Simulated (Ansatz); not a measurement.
System: BiBr3 (C2/m, No. 12). Method: HSE06 in Ansatz (plane waves, PAW).

Numerical settings: plane-wave cutoff 500 eV, 4×4×4 k mesh, gaussian smearing 0.02 eV, scalar-relativistic PAW data made under PBE.

Cell (relaxed with r²SCAN):

```xyz
8
Lattice="3.6375 -6.2899 0.0245 3.6375 6.2899 0.0245 -2.4172 0.0000 6.6520" Properties=species:S:1:pos:R:3 pbc="T T T"
Bi     3.6375    -4.1955     0.0245
Bi     3.6375     4.1955     0.0245
Br    -0.0423    -2.2034     5.0186
Br     4.9001     2.2034     1.6824
Br     4.9001    -2.2034     1.6824
Br    -0.0423     2.2034     5.0186
Br     3.8090     0.0000     5.0141
Br     1.0487     0.0000     1.6868
```

Task: What does this level give for the band gap?

Result: 
* **band gap**: 3.58 eV (on the SCF k mesh)

Note: the cell comes from a level without a dispersion term, which matters for the spacing of layers, chains or molecules; cell and atoms aren't relaxed at this level (largest force component 0.10 eV/Å); the cell has widely spaced layers and the level no dispersion term, so their spacing and the moduli can rest on weak binding.

Spin–orbit coupling is not included; with these elements it can move the gap by several tenths of an eV or more.

The computed numbers hold no vibrational or temperature effects.

Computing time: around 13 core-minutes (rough).

Ansatz is an electronic-structure program.
